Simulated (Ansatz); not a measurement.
For fluorite NiSi₂, PBE (Ansatz, an electronic-structure program, plane waves, PAW) gives:

- equilibrium lattice constant a = 5.445 Å
- bulk modulus = 146 GPa
- cohesive energy = 4.98 eV/atom
- enthalpy of formation = -0.353 eV/atom

What does r²SCAN+rVV10 in Ansatz (plane waves, PAW) give for the same quantities?


- lattice constant a: 5.376 Å (falls by 1.3 %)
- bulk modulus: 165 GPa (goes up by 13 %)
- cohesive energy: 5.21 eV/atom (goes up by 0.23 eV/atom)
- formation enthalpy: -0.366 eV/atom (moves by -0.013 eV/atom)

For comparison: lattice constant a 5.406 Å (measured, temperature not stated, no zero-point or thermal correction; as tabulated in Wikipedia's data pages).

Changes are worked out from the printed values.

Unless a cell is named, each level is at its own relaxed cell (PBE 13.46, r²SCAN+rVV10 12.95 Å³/atom).

The crystal itself was run without spin with PBE, r²SCAN+rVV10; a magnetic state was not tried in these runs.

Ansatz's density-functional and Hartree–Fock values are scalar-relativistic unless marked +SOC, with PAW data made under PBE.
